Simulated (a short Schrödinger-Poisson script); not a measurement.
MOS inversion layer, SiO2 on p-type Si(100)

Structure: MOS inversion layer, SiO2 on p-type Si(100), at 300 K.

| layer | material | thickness (nm) | Na (cm⁻³) |
|---|---|---|---|
| 1 | SiO2 | 1.5 | - |
| 2 | Si | 390 | 1.2e18 |

The device is made up for the run: typed textbook-type constants, with dimensions and the other settings drawn at random. SiO2: permittivity 3.9, conduction-band edge (eV) 3.15, gap (eV) 9, electron mass (mₑ) 0.5. Si: permittivity 11.7, conduction-band edge (eV) 0, gap (eV) 1.124, Nv at 300 K (cm⁻³) 3.1e19.

Channel valleys (confinement mass, in-plane density-of-states mass, number): Δ2 0.916, 0.19, 2; Δ4 0.19, 0.417, 4. At the gate the conduction-band edge of layer 1 lies 3.59 eV − eVg above the Fermi level of the channel; the field vanishes at the back. Gaps are held at their typed values at every temperature. Mesh 0.03 nm at interfaces.

From a short Schrödinger-Poisson script (our own, NumPy): 1D Poisson equation in equilibrium, electrons quantum, Hartree (BenDaniel-Duke, 12 states a valley, the channel's in-plane mass for all, wave functions ending at the dielectric), parabolic valleys, classical holes, full ionisation, no traps, pinning or gate leakage.

| Vg (V) | electrons (cm⁻²) | C (μF/cm²) | Δ2 E0 (meV) | Δ2 E1 (meV) | Δ4 E0 (meV) | Δ4 E1 (meV) |
|---|---|---|---|---|---|---|
| 0.4 | 1.72e6 | 0.317 | 386.6 | 466.5 | 460.3 | 588.8 |
| 0.45 | 8.25e6 | 0.309 | 345.6 | 427.2 | 420.9 | 552.5 |
| 0.5 | 4.01e7 | 0.302 | 304.4 | 387.6 | 381.2 | 515.8 |
| 0.55 | 1.97e8 | 0.296 | 263.0 | 347.8 | 341.2 | 478.7 |
| 0.6 | 9.72e8 | 0.293 | 221.4 | 307.8 | 301.1 | 441.3 |
| 0.65 | 4.80e9 | 0.304 | 179.8 | 267.7 | 260.9 | 403.7 |
| 0.7 | 2.29e10 | 0.373 | 139.1 | 228.5 | 221.6 | 366.9 |
| 0.75 | 9.46e10 | 0.602 | 102.0 | 193.0 | 186.0 | 333.6 |
| 0.8 | 2.82e11 | 0.960 | 73.1 | 165.7 | 158.7 | 308.2 |
| 0.85 | 5.92e11 | 1.24 | 53.0 | 147.2 | 140.2 | 291.2 |
| 0.9 | 9.85e11 | 1.41 | 38.6 | 134.5 | 127.7 | 279.9 |
| 0.95 | 1.43e12 | 1.52 | 27.6 | 125.3 | 118.7 | 271.8 |
| 1 | 1.90e12 | 1.59 | 18.8 | 118.2 | 111.7 | 265.8 |
| 1.05 | 2.40e12 | 1.64 | 11.3 | 112.5 | 106.2 | 261.0 |
| 1.1 | 2.91e12 | 1.67 | 4.7 | 107.7 | 101.5 | 257.1 |
| 1.15 | 3.43e12 | 1.70 | -1.2 | 103.5 | 97.5 | 253.8 |
| 1.2 | 3.96e12 | 1.72 | -6.5 | 99.8 | 94.0 | 250.9 |
| 1.25 | 4.49e12 | 1.74 | -11.5 | 96.5 | 90.8 | 248.4 |
| 1.3 | 5.04e12 | 1.76 | -16.2 | 93.5 | 88.0 | 246.2 |

Gate voltages with under 1e6 electrons/cm² are left out.

Subbands count from the Fermi level.
